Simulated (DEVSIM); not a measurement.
Device: CdS/CdTe n-p heterojunction, at 300 K.

```csv
layer (left to right),material,thickness (μm),Nd (cm⁻³),Na (cm⁻³),τn (s),τp (s)
1,CdS,0.0590,8.6e16,-,7.3e-10,7.3e-10
2,CdTe,0.100,-,9.3e16,7.3e-10,7.3e-10
```

Left contact: ohmic. Right contact: ohmic. Voltage is applied to the left contact. Recombination: SRH at mid-gap, radiative. Mobility is constant in doping.

Constants are typed, rounded textbook-type inputs, not results; the design itself was drawn at random and stands for no fabricated device. Values at 300 K.

```csv
parameter,CdS,CdTe
gap (eV),2.4,1.5
affinity (eV),4.3,4.28
permittivity,9,10.2
Nc (cm⁻³),2.2e18,8e17
Nv (cm⁻³),1.8e19,1.8e19
μn (cm²/Vs),300,1000
μp (cm²/Vs),25,80
B (cm³/s),1e-10,1e-10
```

Simulated with DEVSIM: 1D drift-diffusion, Boltzmann statistics, complete ionisation; no tunnelling, impact ionisation, image-force lowering or self-heating. Band offsets follow the typed affinities; no thermionic-emission limit at abrupt steps, no polarisation charge.

Question: Tabulate band edges, carrier densities and field at -1.1 V on the left contact.

Answer: Energies count from the Fermi level of the right contact; mesh points crowd at the junctions.

```tsv
x (μm)	Ec (eV)	Ev (eV)	n (cm⁻³)	p (cm⁻³)	field (V/cm)
0.000	1.184	-1.216	8.6e16	< 1e2	1900
0.002342	1.184	-1.216	8.5e16	< 1e2	1900
0.006028	1.185	-1.215	8.2e16	< 1e2	2100
0.01081	1.186	-1.214	7.9e16	< 1e2	2700
0.02004	1.189	-1.211	6.9e16	< 1e2	4800
0.03068	1.197	-1.203	5.1e16	< 1e2	10000
0.04051	1.211	-1.189	3.0e16	< 1e2	19000
0.04971	1.234	-1.166	1.2e16	< 1e2	31000
0.05405	1.249	-1.151	6.9e15	< 1e2	38000
0.05715	1.262	-1.138	4.2e15	< 1e2	43000
0.05920	1.291	-0.209	5.0e14	5.5e15	40000
0.06293	1.305	-0.195	2.9e14	9.4e15	35000
0.06705	1.318	-0.182	1.7e14	1.6e16	29000
0.07374	1.334	-0.166	9.1e13	2.9e16	20000
0.08606	1.351	-0.149	4.3e13	5.7e16	9300
0.1022	1.360	-0.140	2.5e13	8.1e16	2900
0.1200	1.363	-0.137	1.6e13	9.0e16	720
0.1336	1.364	-0.136	9.9e12	9.2e16	250
0.1460	1.364	-0.136	5.1e12	9.3e16	100
0.1516	1.364	-0.136	2.9e12	9.3e16	75
0.1555	1.364	-0.136	1.3e12	9.3e16	66
0.1590	1.364	-0.136	< 1e2	9.3e16	63
```
